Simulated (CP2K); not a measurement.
Band structure of YB2 (P6/mmm, 3 atoms in the cell).

```
CELL_PARAMETERS angstrom
      3.30084     0.00000     0.00000
     -1.65042     2.85861     0.00000
      0.00000     0.00000     3.86250
ATOMIC_POSITIONS crystal
  Y  0.00000 0.00000 0.00000
  B  0.33333 0.66667 0.50000
  B  0.66667 0.33333 0.50000
```

Level of theory: PBEsol, GPW, DZVP-MOLOPT-SR-GTH basis, GTH-PBE potentials (GTH_POTENTIALS) (CP2K).

Settings: CUTOFF = 500 Ry; REL_CUTOFF = 60 Ry; SMEAR/METHOD = FERMI_DIRAC; ELECTRONIC_TEMPERATURE = 1160.45 K; KPOINTS/SCHEME = MONKHORST-PACK 8 8 6; GAMMA_CENTERED = T; XC_FUNCTIONAL = PBE:PBESOL; Y/BASIS_SET = DZVP-MOLOPT-SR-GTH-q11; Y/POTENTIAL = GTH-PBE-q11; B/BASIS_SET = DZVP-MOLOPT-SR-GTH-q3; B/POTENTIAL = GTH-PBE-q3; METHOD = GPW; EPS_DEFAULT = 1e-10; EXTRAPOLATION = USE_GUESS.

The starting cell comes from a database of computed structures (which also holds hypothetical and non-ambient phases and stackings), without a prior relaxation at this level. Values carry the incompleteness of an atom-centred basis. The potentials were made for another functional than the one used.

Levels in eV from the Fermi level, bands 6 to 11:
| point | 6 | 7 | 8 | 9 | 10 | 11 |
|---|---|---|---|---|---|---|
| Γ | -1.17 | -0.64 | -0.63 | -0.63 | 5.48 | 5.48 |
| M | -6.80 | -2.15 | -1.47 | -0.53 | 3.01 | 4.63 |
| K | -6.01 | -4.79 | -0.77 | -0.77 | 3.28 | 3.28 |
| A | -5.01 | 0.41 | 0.41 | 2.76 | 2.76 | 3.02 |
| L | -5.35 | -2.53 | -2.09 | -0.40 | 4.96 | 5.41 |
| H | -6.81 | -3.22 | -0.77 | -0.77 | 6.07 | 7.51 |

Bands cross the Fermi level along this path, so the cell is metallic at this level.

Higher empty bands are left out: an atom-centred basis made for the valence describes them poorly.
